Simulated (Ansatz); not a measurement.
Ir: response to strain

The reference is Ir in the fcc (Cu type) structure (space group Fm-3m, No. 225; relaxed with 0.1 eV smearing).

```
CELL_PARAMETERS angstrom
      0.00000     1.92250     1.92250
      1.92250     0.00000     1.92250
      1.92250     1.92250     0.00000
ATOMIC_POSITIONS crystal
  Ir 0.00000 0.00000 0.00000
```

Cartesian axes are those of the cell as printed.

Strains are applied to the cell and any free atomic positions relax; under biaxial strain the out-of-plane vector relaxes too.

Computed with DFT with r2SCAN, PAW potentials and a 500 eV plane-wave cutoff in Ansatz (a program for electronic structure), scalar-relativistic without spin-orbit coupling.

Notes on the quantities. energy relative to the base: free energy F; in-plane stress: mean in-plane stress (compression positive).

| change | energy relative to the base | out-of-plane strain | in-plane stress |
|---|---|---|---|
| base | 0 meV/atom | – | – |
| biaxial strain +0.42 %, plane normal [111], relaxed out of plane | +1.3 meV/atom | -0.21 % | -3.4 GPa |
| biaxial strain +0.83 %, plane normal [111], relaxed out of plane | +5.0 meV/atom | -0.42 % | -6.6 GPa |
| biaxial strain +1.25 %, plane normal [111], relaxed out of plane | +11 meV/atom | -0.63 % | -9.7 GPa |
| biaxial strain +1.67 %, plane normal [111], relaxed out of plane | +19 meV/atom | -0.84 % | -12.6 GPa |
| biaxial strain +2.08 %, plane normal [111], relaxed out of plane | (withheld) | (withheld) | (withheld) |
| biaxial strain +2.50 %, plane normal [111], relaxed out of plane | +42 meV/atom | -1.26 % | -17.8 GPa |

### Question
What belongs in the blanks?

### Answer

- biaxial strain +2.08 %, plane normal [111], relaxed out of plane, energy relative to the base: +30 meV/atom
- biaxial strain +2.08 %, plane normal [111], relaxed out of plane, out-of-plane strain: -1.05 %
- biaxial strain +2.08 %, plane normal [111], relaxed out of plane, in-plane stress: -15.3 GPa

Stability against distortions was not tested. All final runs are without spin polarisation.
